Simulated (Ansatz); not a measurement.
Consider AlCo in the CsCl type structure (space group Pm-3m, No. 221; weakly magnetic (sensitive to the mesh)).

```
AlCo
1.0
    2.82389     0.00000     0.00000
    0.00000     2.82389     0.00000
    0.00000     0.00000     2.82389
Al Co
1 1
Direct
  0.00000   0.00000   0.00000
  0.50000   0.50000   0.50000
```

The values are results of r2SCAN, PAW, 500 eV (Ansatz, an electronic-structure program; spin-orbit coupling left out), not measurements.

Base values:

* **Pressure**: 0.0 GPa
* **Band gap**: zero

It is then changed as follows: an isotropic linear strain of +1.41 %, atoms relaxed at fixed cell.

Problem. Estimate the effect on the energy relative to the base.

Solution. The energy increases by 12 meV/atom.

Problem. What happens to the pressure?

Solution. The pressure goes from zero to -7.5 GPa.

Problem. Estimate the effect on the band gap.

Solution. The band gap remains zero.

Other magnetic orders, which the real material may have, were not ruled out. Stability against distortions was not tested. Seeded moments were not kept for the base.
